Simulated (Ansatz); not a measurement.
Native point defects in rock-salt MgO, O-rich limit (Δμ(Mg) = -5.37 eV, Δμ(O) = 0.00 eV), Fermi level 2.20 eV above the valence-band maximum.

Computed with PBE, PAW (plane waves to 420 eV; Ansatz, a first-principles code). Details: 64-site cell; 2×2×2 shifted k-points; host gap 4.46 eV; charged states image-corrected; corrections pass 1 eV, so highly charged states may be off by several tenths; flagged in the runs: for some of the defects a doubtful potential alignment, a strain field that reaches the edge of the cell.

```
defect           charge  E_f at the VBM (eV)
---------------  ------  -------------------
O vacancy            +2                 2.43
O vacancy            +1                 4.00
O vacancy             0                 6.60
Mg interstitial      +2                 6.50
O interstitial        0                 2.51
O interstitial       −1                 6.30
O interstitial       −2                 9.68
```

Task: Which of these defects is cheapest at this Fermi level, each in its lowest charge state (E_f = E_f(VBM) + q E_F)?

Result: O interstitial: q = 0, 2.51 + (0)(2.2) = 2.51 eV; O vacancy: q = +1, 4.00 + (+1)(2.2) = 6.20 eV; Mg interstitial: q = +2, 6.50 + (+2)(2.2) = 10.90 eV. Not listed: Mg vacancy, O interstitial started as a split pair with O. The cheapest of those listed is O interstitial.
